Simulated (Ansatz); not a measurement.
Defect migration in alpha Ga2O3: interstitial O, charge state -2. The step: a concerted move, in which O travels most; the atom moves 1.17 Å along (0.24, 0.02, -0.02) of the unit cell; the moving atom starts with neighbours Ga at 1.98, 2 Ga at 1.99, Ga at 2.04; O at 2.27, O at 2.32, O at 2.43, O at 2.51 Å and ends with Ga at 1.98, 2 Ga at 1.99, Ga at 2.04; O at 2.27, O at 2.32, O at 2.43, O at 2.51 Å. A PBE band in Ansatz (plane-wave PAW, the Γ point alone, 120 host sites, 58 SCF runs with any check of the saddle's order, static, no finite-size correction) gives a forward barrier of 0.56 eV. The program found a first-order saddle point. The host's phase is taken as given; its stability against other phases was not computed. The charge state is imposed; whether it is stable for some Fermi level was not computed. Sites that were not tried may lie lower.

Single points at the band's start and saddle point can refine it. Rough cost of one point, in units of the band's mean SCF on the same machine:

```csv
Level,Cost of one point
"PBE, a 2×2×2 k-point mesh shifted by half a step along c",about 8
"r2SCAN at 500 eV, the Γ point alone",about 2
```

**Question.** Which of these move the barrier by more than 0.1 eV, and how far does each move it?

**Answer.** Not one does. PBE, a 2×2×2 k-point mesh shifted by half a step along c: -0.01 eV; r2SCAN at 500 eV, the Γ point alone: +0.03 eV. Each functional is compared with PBE at the same k-points.

Ansatz is an electronic-structure program.
